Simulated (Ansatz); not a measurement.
Consider Be$_{2}$C (space group Fm-3m, No. 225).

```yaml
crystal:
  lattice:
    - [0.00000, 2.15536, 2.15536]
    - [2.15536, 0.00000, 2.15536]
    - [2.15536, 2.15536, 0.00000]
  atoms:
    - { symbol: Be, position: [0.75000, 0.75000, 0.75000] }
    - { symbol: Be, position: [0.25000, 0.25000, 0.25000] }
    - { symbol: C, position: [0.00000, 0.00000, 0.00000] }
```

Calculations: PBEsol (Ansatz, an electronic-structure program; PAW; 420 eV plane waves; no spin-orbit coupling).

Base values:

| Property | Result |
|---|---|
| Band gap | 1.08 eV |
| Electron mass | 0.70 mₑ along k, 0.23 mₑ across (at X) |
| Lattice parameter a | 4.311 Å |
| Gap character | indirect, Γ → X |

Now apply this change: hydrostatic tension (pressure −2 GPa).

What happens to the band gap, electron mass, lattice parameter a and gap character?

The band gap stays essentially unchanged (1.08 eV against 1.07 eV); the electron mass is still 0.70 mₑ along k, 0.23 mₑ across (at X); the lattice parameter a increases by 0.014 Å, from 4.311 Å to 4.325 Å; the gap character stays indirect, Γ → X.

Load acts through the strain it causes; cell and atoms are relaxed under it. Effective masses come from finite differences of ±0.01 Å⁻¹. Along k means along the line from Γ to the band edge. No phonon test of stability was made.
